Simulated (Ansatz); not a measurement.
The parent structure is CdSe in the zinc blende structure (space group F-43m, No. 216; a = 6.0075 Å).

Structures relaxed with LDA, PAW, 420 eV (Ansatz, an electronic-structure program; no spin-orbit coupling).

Base:

Simulated powder pattern, Co Kα, λ = 1.79026 Å (kinematic, ideal powder, no thermal factors, no anomalous dispersion; the 14 strongest lines at most, above 2 %, up to 2θ = 90°):

| 2θ (°) | I/Imax (%) | hkl |
|---|---|---|
| 29.91 | 100 | (111) |
| 34.68 | 3.2 | (200) |
| 49.85 | 71 | (220) |
| 59.23 | 44 | (311) |
| 73.17 | 11 | (400) |
| 81.01 | 18 | (331) |

After one change:

Simulated powder pattern, Co Kα, λ = 1.79026 Å (kinematic, ideal powder, no thermal factors, no anomalous dispersion; the 14 strongest lines at most, above 2 %, up to 2θ = 90°):

```
2θ (°)  I/Imax (%)
------  ----------
29.53          100
34.23          3.2
49.18           72
58.42           44
72.10           12
79.78           18
```

Task: What was done to the base?
(A) pressure 4.5 GPa
(B) pressure 0.9 GPa
(C) pressure −2 GPa
(D) pressure −1 GPa

Result: C, pressure −2 GPa. Its volume per atom is 28.15 Å³ against 27.10 Å³, and its space group is F-43m (No. 216).

Load acts through the strain it causes; cell and atoms are relaxed under it. Whether these cells are dynamically stable was not tested. Tetrahedral semiconductors of this kind turn to denser phases somewhere between about 1 and 50 GPa; those were not computed, so compressed cells here can lie past the real transition.
